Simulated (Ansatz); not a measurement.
Pb, response to strain

Take Pb in the fcc (Cu type) structure (space group Fm-3m, No. 225; a = 4.934 Å; relaxed with 0.1 eV smearing) as the base.

Strains are applied to the cell and any free atomic positions relax.

The values are results of PBEsol (Ansatz, a first-principles code; PAW; 420 eV plane waves; no SOC), not measurements.

Candidates:
(a) isotropic strain +2.50 %
(b) isotropic strain +0.50 %
(c) isotropic strain +2.00 %
(d) isotropic strain −1.00 %
(e) isotropic strain +1.50 %

Notes on the quantities. energy relative to the base: free energy F.

Q: Order them by energy relative to the base, lowest first.

A: (b) isotropic strain +0.50 % (+1.0 meV/atom), (d) isotropic strain −1.00 % (+4.1 meV/atom), (e) isotropic strain +1.50 % (+8.5 meV/atom), (c) isotropic strain +2.00 % (+15 meV/atom), (a) isotropic strain +2.50 % (+23 meV/atom)

Stability against distortions was not tested.
